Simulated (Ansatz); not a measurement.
Consider PtTe₂ (space group P-3m1, No. 164; layered; relaxed with 0.1 eV smearing).

```
PtTe2
1.0
    4.00901     0.00000     0.00000
   -2.00450     3.47190     0.00000
    0.00000     0.00000     4.96000
Te Pt
2 1
Direct
  0.33333   0.66667   0.27042
  0.66667   0.33333   0.72958
  0.00000   0.00000   0.00000
```

Cartesian axes are those of the cell as printed.

Calculations: Ansatz (a first-principles code) PBEsol-D3(BJ), no spin-orbit coupling.

For the base:

```
Item       Result
--------  -------
Pressure  0.0 GPa
```

Modification: the cell is compressed by 0.50 % along x with no lateral relaxation, atoms relaxed at fixed cell.

**Question.** Predict the new pressure and energy relative to the base.

**Answer.** The pressure (mean of the normal stresses, compression positive) goes from zero to 0.5 GPa; the energy rises by 0.3 meV/atom.

The cells carry an imposed strain or load. Whether these cells are dynamically stable was not tested. All final runs are without spin polarisation.
